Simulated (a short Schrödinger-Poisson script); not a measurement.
Structure: MOS inversion layer, SiO2 on p-type Si(110), at 300 K.

From the gate side: 0.9 nm SiO2; 290 nm Si, acceptors 2.2e18 cm⁻³.

Constants are typed, rounded textbook-type inputs, not results; the design itself was drawn at random and stands for no fabricated device. SiO2: permittivity 3.9, conduction-band edge (eV) 3.15, gap (eV) 9, electron mass (mₑ) 0.5. Si: permittivity 11.7, conduction-band edge (eV) 0, gap (eV) 1.124, Nv at 300 K (cm⁻³) 3.1e19.

Channel valleys (confinement mass, in-plane density-of-states mass, number): Δ4 0.315, 0.324, 4; Δ2 0.19, 0.417, 2. At the gate the conduction-band edge of layer 1 lies 3.59 eV − eVg above the Fermi level of the channel; the field vanishes at the back. Gaps are held at their typed values at every temperature. Mesh 0.03 nm at interfaces.

From a short Schrödinger-Poisson script (our own, NumPy): 1D Poisson equation in equilibrium, electrons quantum, Hartree (BenDaniel-Duke, 12 states a valley, the channel's in-plane mass for all, wave functions free to enter the dielectric), parabolic valleys, classical holes, full ionisation, no traps, pinning or gate leakage.

```
Vg (V)  electrons (cm⁻²)  C (μF/cm²)  Δ4 E0 (meV from the Fermi level)  Δ2 E0 (meV from the Fermi level)
------  ----------------  ----------  --------------------------------  --------------------------------
0.6               1.05e9       0.394                             251.2                             277.1
0.65              5.26e9       0.405                             209.3                             235.7
0.7              2.58e10       0.485                             168.1                             194.8
0.75             1.12e11       0.786                             129.9                             157.0
0.8              3.61e11        1.33                              99.5                             127.0
0.85             8.05e11        1.80                              78.4                             106.4
0.9              1.39e12        2.10                              63.9                              92.3
0.95             2.06e12        2.28                              53.2                              82.1
1                2.78e12        2.40                              44.8                              74.2
1.05             3.53e12        2.49                              38.0                              67.9
1.1              4.32e12        2.56                              32.1                              62.6
1.15             5.13e12        2.62                              27.1                              58.0
1.2              5.95e12        2.66                              22.5                              53.9
1.25             6.79e12        2.70                              18.5                              50.3
1.3              7.63e12        2.73                              14.7                              47.0
1.35             8.49e12        2.76                              11.3                              44.0
```

Gate voltages with under 1e9 electrons/cm² are left out.

Problem. At Vg = 1.35 V the lowest Δ4 subband lies at 11.3 meV from the Fermi level. How many electrons does it hold, and what share of all?

Solution. The two-dimensional density of states is g m/(πħ²) = 5.41e11 cm⁻² meV⁻¹ (both spins), kT = 25.9 meV, so n = D kT ln(1 + exp(−E/kT)) = 6.98e12 cm⁻², 0.82 of the 8.49e12 cm⁻² in all.

Problem. Compare the slope of the sheet density between 1.25 and 1.35 V with the geometric capacitance of the layers between gate and channel.

Solution. q Δn/ΔV = 2.72 μF/cm²; ε0/Σ(t/ε) = 3.84 μF/cm². The ratio is 0.71: the channel acts as a further capacitance in series.
